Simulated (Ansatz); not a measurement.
**What pressure 3 GPa does to Pt**

The reference is Pt in the fcc (Cu type) structure (space group Fm-3m, No. 225; a = 3.918 Å).

Now apply this change: a hydrostatic pressure of 3 GPa.

Level of theory: Ansatz (a program for electronic structure), PBEsol, PAW, cutoff 420 eV, no SOC. Γ-centred 20×20×20 mesh, Fermi–Dirac width 0.05 eV.

| quantity | base | changed | shift |
|---|---|---|---|
| density | 21.54 g/cm³ | 21.76 g/cm³ | +0.22 g/cm³ |
| lattice parameter a | 391.8 pm | 390.5 pm | -1.3 pm |
| shortest interatomic distance | 277.1 pm | 276.1 pm | -0.94 pm |
| enthalpy H = E + PV relative to the base's energy | – | +0.28 eV/atom | – |
| band gap | zero | zero | – |

Final structure:

```yaml
crystal:
  lattice:
    - [0.00000, 1.95249, 1.95249]
    - [1.95249, 0.00000, 1.95249]
    - [1.95249, 1.95249, 0.00000]
  atoms:
    - { symbol: Pt, position: [0.00000, 0.00000, 0.00000] }
```

Load acts through the strain it causes; cell and atoms are relaxed under it. Whether these cells are dynamically stable was not tested. All final runs are without spin polarisation.
